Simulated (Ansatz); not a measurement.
# Ge (Fmmm, No. 69, 8 atoms in the cell; start mp-1079020; another form than the element's usual one): properties by level of theory

```tsv
level (code)	bulk modulus B0 (GPa)	cohesive energy (eV/atom)
LDA (Ansatz)	80.5	4.40
PBEsol (Ansatz)	77.4	3.98
r²SCAN (Ansatz)	70.8	___
```

What belongs in the gaps?


- r²SCAN (Ansatz, a first-principles code), cohesive energy (eV/atom): 3.51

Caveats: the bulk modulus is −V dP/dV from two relaxed cells at ±2 % in volume (LDA, PBEsol, r²SCAN); the relaxation could not lower the start's symmetry, so the cell can be a saddle point above a distorted one (LDA, PBEsol, r²SCAN). Ansatz's density-functional and Hartree–Fock values are scalar-relativistic unless marked +SOC, with PAW data made under PBE.

Unless a cell is named, each level is at its own relaxed cell (LDA 17.96, PBEsol 18.39, r²SCAN 18.81 Å³/atom).

Free atoms are spin-polarised, in the lowest state found; at levels without +SOC their spin–orbit coupling is left out.

A start named mp-… is a Materials Project structure, which need not be a measured phase.
